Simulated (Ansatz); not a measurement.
The parent structure is GaSb in the zinc blende structure (space group F-43m, No. 216; a = 6.1335 Å).

All numbers come from r2SCAN (Ansatz, a first-principles code; PAW; 500 eV plane waves; no spin-orbit coupling), earlier PAW set.

One change was made to it. Results:

```tsv
quantity	base	after
band gap	0.41 eV	0.46 eV
width of the top valence band	3.21 eV	3.23 eV
lattice parameter a	613.4 pm	612.2 pm
```

Task: Which of these changes matches the shifts?
A. pressure 0.3 GPa
B. pressure 3 GPa
C. pressure −1 GPa
D. pressure 5 GPa

Result: A, pressure 0.3 GPa. For comparison, the band gap in the other runs: pressure 5 GPa gives 0.87 eV; pressure 3 GPa gives 0.80 eV; pressure −1 GPa gives 0.26 eV.

Spin-orbit coupling, missing from the scalar runs, can matter with Sb. Load acts through the strain it causes; cell and atoms are relaxed under it. No phonon test of stability was made. Tetrahedral semiconductors of this kind turn to denser phases somewhere between about 1 and 50 GPa; those were not computed, so compressed cells here can lie past the real transition. The zero or small gap of GaSb under pressure −1 GPa can change with the level of theory.
